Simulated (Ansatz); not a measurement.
Consider Mo in the bcc (W type) structure (space group Im-3m, No. 229; a = 3.1115 Å; relaxed with 0.1 eV smearing). Axes: x, y, z lie along the cube axes.

The values are results of LDA (Ansatz, an electronic-structure program), scalar-relativistic without spin-orbit coupling, not measurements.

Perturbation: an isotropic linear strain of +2.00 %; the atoms relax in the strained cell.

Question: Predict the stress tensor and what it implies for the stiffness.

Answer: Stress of the strained cell less that of the base (GPa, compression positive):
```
  -15.3     0.0     0.0
    0.0   -15.3     0.0
    0.0     0.0   -15.3
```

Then B = −ΔP/(ΔV/V₀) with ΔV/V₀ = 0.0612 gives secant stiffness values (nonlinear terms included at this strain): B ≈ 250 GPa.

As a check, the harmonic strain energy −½ V₀ Δσ:ε is 43 meV/atom; the computed energy rise is 46 meV/atom.

Stability against distortions was not tested. The final runs are not spin-polarised.
